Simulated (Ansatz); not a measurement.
Functionals compared on the (101) surface of beta Ga2O3 in its 1x1 cell (cut with top plane Ga, bottom plane Ga), outermost plane spacing 0.42 Å in the ideal cut (in the relaxation 6 Ga–Ga, 4 Ga–O bonds formed; 2 Ga–O bonds broke; O ended outermost), in Ansatz (plane waves, PAW). The structure was relaxed with PBE; the other rows are single points on it, each with its references at the same level. Cutoff 420 eV (500 eV for r2SCAN).

Model: 50-atom slab, Ga20O30, 11.6 Å thick at the start, 8x2x1 mesh, Fermi-Dirac 0.025 eV, dipole correction, all atoms relaxed; start symmetry kept, larger cells not searched; no spin (no spin-polarised run to compare, though such a face may carry moments), no spin-orbit, no U. Its gap by band count is narrow, 0.11 eV on this mesh, and the smearing reaches across it. These notes are the PBE run's.

```json
[
 {"functional": "PBE", "surface energy (J/m²)": "1.59", "ionisation potential (eV)": "7.87", "rough cost of the single point": "–"},
 {"functional": "LDA", "surface energy (J/m²)": "(withheld)", "ionisation potential (eV)": "(withheld)", "rough cost of the single point": "about 7 core-minutes (a rough figure)"},
 {"functional": "PBEsol", "surface energy (J/m²)": "1.69", "ionisation potential (eV)": "7.90", "rough cost of the single point": "very roughly 7 core-minutes"},
 {"functional": "RPBE", "surface energy (J/m²)": "1.42", "ionisation potential (eV)": "7.74", "rough cost of the single point": "about 7 core-minutes (a rough figure)"},
 {"functional": "r2SCAN", "surface energy (J/m²)": "1.91", "ionisation potential (eV)": "8.36", "rough cost of the single point": "roughly 13 core-minutes"}
]
```

Q: Some entries are withheld; supply them.

A: 
- LDA, surface energy (J/m²): 1.88
- LDA, ionisation potential (eV): 8.20

Ansatz is a first-principles code.
